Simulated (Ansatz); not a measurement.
Electronic density of states of amorphous Si₂₄O₅₁W, density 2.43 g/cm³, on a 2×2×2 Γ-centred mesh with a Gaussian width of 0.1 eV; energies count from the Fermi level, whose place inside the gap is arbitrary. Cell and mesh are small, so fine structure isn't converged. Calculation: PBE, scalar-relativistic without spin-orbit coupling (plane waves to 420 eV, PAW; Ansatz, a first-principles code). Sampling: a 2×2×2 Γ-centred mesh; Fermi-Dirac width 0.02 eV; no spin polarisation. At PBE the levels at both edges of the gap are localised (band-tail or defect states), and the nearest spread-out levels lie 5.3 eV apart at the zone centre.

A CHGNet melt-quench gave the starting glass, which DFT then relaxed. O atoms were pushed apart under 1.9 Å during the dynamics, to hinder bonds among them. The hot cell started wider than the set density and was brought back towards it in steps. It is the lowest in DFT energy of 2 quenches. It is a model cell: composition and starting density were chosen by hand, and all elements were melted together. No dispersion term was used. Its density started from a set value of 2.43 and ended at 2.43 g/cm³. The simulated quench (nominally 400 K/ps over its main leg) is rapid and tends to freeze in more defects than a deposited or slowly cooled glass has. Values belong to this one cell and scatter from quench to quench. The volume was held where the preparation left it, at a PBE pressure of -1.0 GPa (tension). Stress components on the final sampling reach 2.5 GPa.

```
E - EF (eV)  states/(eV atom)
-----------  ----------------
-12.00                   0.00
-11.90                   0.00
-11.80                   0.00
-11.70                   0.00
-11.60                   0.00
-11.50                   0.00
-11.40                   0.00
-11.30                   0.00
-11.20                   0.03
-11.10                   0.11
-11.00                   0.10
-10.90                   0.02
-10.80                   0.04
-10.70                   0.13
-10.60                   0.18
-10.50                   0.17
-10.40                   0.18
-10.30                   0.19
-10.20                   0.20
-10.10                   0.18
-10.00                   0.13
-9.90                    0.12
-9.80                    0.16
-9.70                    0.20
-9.60                    0.19
-9.50                    0.17
-9.40                    0.21
-9.30                    0.24
-9.20                    0.23
-9.10                    0.21
-9.00                    0.23
-8.90                    0.19
-8.80                    0.18
-8.70                    0.22
-8.60                    0.21
-8.50                    0.16
-8.40                    0.15
-8.30                    0.20
-8.20                    0.24
-8.10                    0.24
-8.00                    0.27
-7.90                    0.28
-7.80                    0.33
-7.70                    0.36
-7.60                    0.31
-7.50                    0.29
-7.40                    0.37
-7.30                    0.43
-7.20                    0.55
-7.10                    0.59
-7.00                    0.53
-6.90                    0.49
-6.80                    0.50
-6.70                    0.61
-6.60                    0.61
-6.50                    0.50
-6.40                    0.37
-6.30                    0.35
-6.20                    0.21
-6.10                    0.05
-6.00                    0.03
-5.90                    0.15
-5.80                    0.23
-5.70                    0.16
-5.60                    0.22
-5.50                    0.30
-5.40                    0.26
-5.30                    0.31
-5.20                    0.37
-5.10                    0.48
-5.00                    0.58
-4.90                    0.61
-4.80                    0.60
-4.70                    0.67
-4.60                    0.70
-4.50                    0.64
-4.40                    0.64
-4.30                    0.72
-4.20                    0.74
-4.10                    0.70
-4.00                    0.68
-3.90                    0.72
-3.80                    0.80
-3.70                    0.77
-3.60                    0.83
-3.50                    0.90
-3.40                    0.90
-3.30                    0.91
-3.20                    0.88
-3.10                    0.91
-3.00                    0.92
-2.90                    0.76
-2.80                    0.70
-2.70                    0.70
-2.60                    0.70
-2.50                    0.77
-2.40                    0.75
-2.30                    0.65
-2.20                    0.56
-2.10                    0.50
-2.00                    0.41
-1.90                    0.29
-1.80                    0.27
-1.70                    0.29
-1.60                    0.26
-1.50                    0.17
-1.40                    0.14
-1.30                    0.10
-1.20                    0.14
-1.10                    0.06
-1.00                    0.02
-0.90                    0.09
-0.80                    0.13
-0.70                    0.04
-0.60                    0.00
-0.50                    0.00
-0.40                    0.00
-0.30                    0.00
-0.20                    0.00
-0.10                    0.00
0.00                     0.00
0.10                     0.00
0.20                     0.00
0.30                     0.00
0.40                     0.00
0.50                     0.00
0.60                     0.00
0.70                     0.03
0.80                     0.13
0.90                     0.12
1.00                     0.14
1.10                     0.09
1.20                     0.01
1.30                     0.00
1.40                     0.00
1.50                     0.00
1.60                     0.01
1.70                     0.07
1.80                     0.14
1.90                     0.05
2.00                     0.00
2.10                     0.00
2.20                     0.03
2.30                     0.12
2.40                     0.10
2.50                     0.02
2.60                     0.00
2.70                     0.00
2.80                     0.00
2.90                     0.00
3.00                     0.00
3.10                     0.00
3.20                     0.01
3.30                     0.02
3.40                     0.01
3.50                     0.00
3.60                     0.01
3.70                     0.04
3.80                     0.04
3.90                     0.05
4.00                     0.06
4.10                     0.07
4.20                     0.06
4.30                     0.07
4.40                     0.09
4.50                     0.12
4.60                     0.13
4.70                     0.12
4.80                     0.08
4.90                     0.07
5.00                     0.12
5.10                     0.15
5.20                     0.15
5.30                     0.13
5.40                     0.12
5.50                     0.12
5.60                     0.14
5.70                     0.21
5.80                     0.22
5.90                     0.19
6.00                     0.18
6.10                     0.19
6.20                     0.24
6.30                     0.29
6.40                     0.31
6.50                     0.31
6.60                     0.33
6.70                     0.43
6.80                     0.52
6.90                     0.50
7.00                     0.48
```

The gap between localised states on this mesh is 1.64 eV; the broadening fills part of it in the curve.
